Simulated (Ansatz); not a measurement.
Lu under a change: tensor shear ε_xz = +0.29 %

The reference is Lu in the hcp (Mg type) structure (space group P6_3/mmc, No. 194; a = 3.4432 Å, c = 5.3669 Å; relaxed with 0.1 eV smearing). Axes: x lies along a and z along c of the hexagonal cell.

Perturbation: tensor shear ε_xz = +0.29 % (engineering shear γ = 0.0058); the atoms relax in the strained cell.

The values are results of PBEsol, PAW, 420 eV (Ansatz, a first-principles code; no SOC), not measurements. Γ-centred 19×19×11 mesh, Fermi–Dirac width 0.1 eV.

- Space group = C2/c (No. 15) (base P6_3/mmc (No. 194))
- Shortest interatomic distance = 3.332 Å (base 3.340 Å)
- Energy relative to the base (free energy F) = +0.1 meV/atom
- Pressure (mean of the normal stresses, compression positive) = 0.0 GPa (base 0.0 GPa)
- Band gap = zero (base zero)
- Stress (xx, yy, zz, yz, xz, xy; compression positive) = (0.0, 0.0, 0.0, 0.0, -0.2, 0.0) GPa

Whether these cells are dynamically stable was not tested.
